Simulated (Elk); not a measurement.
**Worked example: self-consistent single point of LiBe (Pm-3m, 2 atoms in the cell) in Elk**

Method: PBEsol, all-electron FP-LAPW, Elk's shipped species files, APW+lo basis with extra local orbitals in Elk.

Input as run:

```
tasks
  0

xctype
  22

tforce
  .true.

rgkmax
  8.0

gmaxvr
  18.0

lmaxapw
  10

lmaxo
  8

nxlo
  2

lorbcnd
  .true.

lradstp
  2

nrmtscf
  2.0

lmaxi
  4

stype
  1

swidth
  0.00499791

maxscl
  100

avec
    5.3123035952    0.0000000000    0.0000000000
    0.0000000000    5.3123035952    0.0000000000
    0.0000000000    0.0000000000    5.3123035952

sppath
  './'

atoms
  2
  'Li.in'
  1
  0.0000000000  0.0000000000  0.0000000000    0.0 0.0 0.0
  'Be.in'
  1
  0.5000000000  0.5000000000  0.5000000000    0.0 0.0 0.0

ngridk
  15 15 15
```

Output (repeated stretches shortened):

```
│ Elk code version 10.2.4 │

All units are atomic (Hartree, Bohr, etc.)

│ Ground-state run starting from atomic densities │

Lattice vectors :
   5.312303595       0.000000000       0.000000000
   0.000000000       5.312303595       0.000000000
   0.000000000       0.000000000       5.312303595

Unit cell volume      :    149.9162327
Brillouin zone volume :    1.654592094

Muffin-tin inner radius fraction :   0.1000000000E-01

Nuclei treated as point charges

Species :    1 (Li)
 parameters loaded from : Li.in
 name : lithium
 nuclear charge    :   -3.000000000
 electronic charge :    3.000000000
 atomic mass :    12652.66897
 muffin-tin radius :    1.800000000
 number of radial points in muffin-tin :    599
 atomic positions (lattice), magnetic fields (Cartesian) :
   1 :   0.00000000  0.00000000  0.00000000    0.00000000  0.00000000  0.00000000

Species :    2 (Be)
 parameters loaded from : Be.in
 name : beryllium
 nuclear charge    :   -4.000000000
 electronic charge :    4.000000000
 atomic mass :    16428.20279
 muffin-tin radius :    1.800000000
 number of radial points in muffin-tin :    599
 atomic positions (lattice), magnetic fields (Cartesian) :
   1 :   0.50000000  0.50000000  0.50000000    0.00000000  0.00000000  0.00000000

Total number of atoms per unit cell :    2

Spin treatment :
 spin-unpolarised

Number of Bravais lattice symmetries :   48
Number of crystal symmetries         :   48
Crystal has inversion symmetry
Real symmetric eigensolver will be used

k-point grid :     15    15    15
k-point offset :    0.000000000       0.000000000       0.000000000
k-point set is reduced with full crystal symmetry group
Total number of k-points :      120

Muffin-tin radius times maximum |G+k| :    8.000000000
 using average radius
Maximum |G+k| for APW functions       :    4.444444444
Maximum (1/2)|G+k|²                   :    9.876543210
Maximum |G| for potential and density :    18.00000000
 potential will be trimmed for |G| > 2 gkmax
Constant for pseudocharge density :    8
Radial integration step length :    2

G-vector grid sizes :     32    32    32
Number of G-vectors :    14771

Maximum angular momentum used for
 APW functions                      :   10
 outer part of muffin-tin           :    8
 inner part of muffin-tin           :    4

Total nuclear charge    :   -7.000000000
Total core charge       :    2.000000000
Total valence charge    :    5.000000000
Total excess charge     :    0.000000000
Total electronic charge :    7.000000000

Effective Wigner radius, rₛ :    1.722743700

Number of empty states         :    8
Total number of valence states :   11
Total number of core states    :    2

Conduction state local-orbitals added automatically
Total number of local-orbitals :  195

Exchange-correlation functional :     22     0     0
 PBEsol, Phys. Rev. Lett. 100, 136406 (2008)
 gradient requirement :    1
 generalised gradient approximation (GGA)

Smearing type :    1
 Methfessel-Paxton order 1, Phys. Rev. B 40, 3616 (1989)
Smearing width :   0.4997910000E-02
Effective electronic temperature (K) :    1578.215154

Mixing type :    3
 Broyden mixing, J. Phys. A: Math. Gen. 17, L317 (1984)

Kohn-Sham potential initialised from atomic data

│ Self-consistent loop started │
│ Loop number : 1 │
 total energy                :     -22.2009192402
│ Loop number : 2 │
 total energy                :     -22.2002207479
RMS change in Kohn-Sham potential (target) :    13.08448575     (  0.1000000000E-05)
Absolute change in total energy (target)   :   0.6984922735E-03 (  0.1000000000E-03)
│ Loop number : 3 │
 total energy                :     -22.1610385251
RMS change in Kohn-Sham potential (target) :    6.647887021     (  0.1000000000E-05)
Absolute change in total energy (target)   :   0.3935684587E-01 (  0.1000000000E-03)
│ Loop number : 4 │
 total energy                :     -22.1337343095
RMS change in Kohn-Sham potential (target) :    2.327282987     (  0.1000000000E-05)
Absolute change in total energy (target)   :   0.3714342708E-01 (  0.1000000000E-03)
│ Loop number : 5 │
 total energy                :     -22.1224394435
RMS change in Kohn-Sham potential (target) :   0.6386365163     (  0.1000000000E-05)
Absolute change in total energy (target)   :   0.2058072274E-01 (  0.1000000000E-03)
│ Loop number : 6 │
 total energy                :     -22.1187662086
RMS change in Kohn-Sham potential (target) :   0.1447496923     (  0.1000000000E-05)
Absolute change in total energy (target)   :   0.8818415591E-02 (  0.1000000000E-03)
│ Loop number : 7 │
 total energy                :     -22.1175259068
RMS change in Kohn-Sham potential (target) :   0.1573410555E-01 (  0.1000000000E-05)
Absolute change in total energy (target)   :   0.3444905711E-02 (  0.1000000000E-03)
│ Loop number : 8 │
 total energy                :     -22.1173242043
RMS change in Kohn-Sham potential (target) :   0.5911252655E-02 (  0.1000000000E-05)
Absolute change in total energy (target)   :   0.1062928867E-02 (  0.1000000000E-03)
│ Loop number : 9 │
 total energy                :     -22.1172169706
RMS change in Kohn-Sham potential (target) :   0.9643644351E-03 (  0.1000000000E-05)
Absolute change in total energy (target)   :   0.3729659807E-03 (  0.1000000000E-03)
│ Loop number : 10 │
 total energy                :     -22.1172163633
RMS change in Kohn-Sham potential (target) :   0.3771265287E-03 (  0.1000000000E-05)
Absolute change in total energy (target)   :   0.9384882811E-04 (  0.1000000000E-03)
│ Loop number : 11 │
 total energy                :     -22.1172173375
RMS change in Kohn-Sham potential (target) :   0.6469079103E-04 (  0.1000000000E-05)
Absolute change in total energy (target)   :   0.2248795543E-04 (  0.1000000000E-03)
│ Loop number : 12 │
 total energy                :     -22.1172172230
RMS change in Kohn-Sham potential (target) :   0.2055235421E-04 (  0.1000000000E-05)
Absolute change in total energy (target)   :   0.5736450706E-05 (  0.1000000000E-03)
│ Loop number : 13 │
 total energy                :     -22.1172171492
RMS change in Kohn-Sham potential (target) :   0.1654968960E-05 (  0.1000000000E-05)
Absolute change in total energy (target)   :   0.1507952046E-05 (  0.1000000000E-03)
│ Loop number : 14 │
 total energy                :     -22.1172171491
RMS change in Kohn-Sham potential (target) :   0.9413250004E-06 (  0.1000000000E-05)
Absolute change in total energy (target)   :   0.3770801520E-06 (  0.1000000000E-03)
Convergence targets achieved

│ Loop number : 15 │

Energies :
 Fermi                       :     0.111515831319
 sum of eigenvalues          :     -10.0624046471
 electron kinetic            :      21.9365279361
 core electron kinetic       :      13.3476784610
 Coulomb                     :     -39.4554824106
 Coulomb potential           :     -26.0479153251
 nuclear-nuclear             :     -7.28884974136
 electron-nuclear            :     -38.2853500134
 Hartree                     :      6.11871734415
 Madelung                    :     -26.4315247481
 xc potential                :     -5.95101725803
 exchange                    :     -4.35856845966
 correlation                 :    -0.239694223381
 total energy                :     -22.1172171576

Density of states at Fermi energy :    22.48837994
 (states/Hartree/unit cell)

Estimated indirect band gap :   0.3532264191E-03
 from k-point     47 to k-point     96
Estimated direct band gap   :   0.1233643859E-01
 at k-point    110

Charges :
 core                        :    2.000000000
 valence                     :    5.000000000
 interstitial                :    2.083151233
 muffin-tins (core leakage)
  species :    1 (Li)
   atom    1                 :    2.255085321     (   0.000000000    )
  species :    2 (Be)
   atom    1                 :    2.661763446     (  0.1148668160E-02)
 total in muffin-tins        :    4.916848767
 total calculated charge     :    6.998815281
 total charge                :    7.000000000
 error                       :   0.1184719197E-02

│ Self-consistent loop stopped │

Forces :
 species :    1 (Li)
  atom :    1
   Hellmann-Feynman          :    -0.00000000    0.00000000    0.00000000
   IBS                       :     0.00000000   -0.00000000    0.00000000
   total force               :     0.00000000   -0.00000000    0.00000000
   total magnitude           :     0.00000000
 species :    2 (Be)
  atom :    1
   Hellmann-Feynman          :    -0.00000000    0.00000000    0.00000000
   IBS                       :     0.00000000    0.00000000    0.00000000
   total force               :    -0.00000000    0.00000000    0.00000000
   total magnitude           :     0.00000000
```

The run converged in 15 iterations. The count includes the last loop, which Elk runs after its targets are met.

The starting cell comes from a database of computed structures (which also holds hypothetical and non-ambient phases and stackings), without a prior relaxation at this level. Values depend on the basis (sphere radii, cutoffs, local orbitals), which need not be converged. The log's line on a gap gives a spacing of levels on this mesh, which the program prints for metals too.

Cost on one core of a shared machine: roughly 70 s.
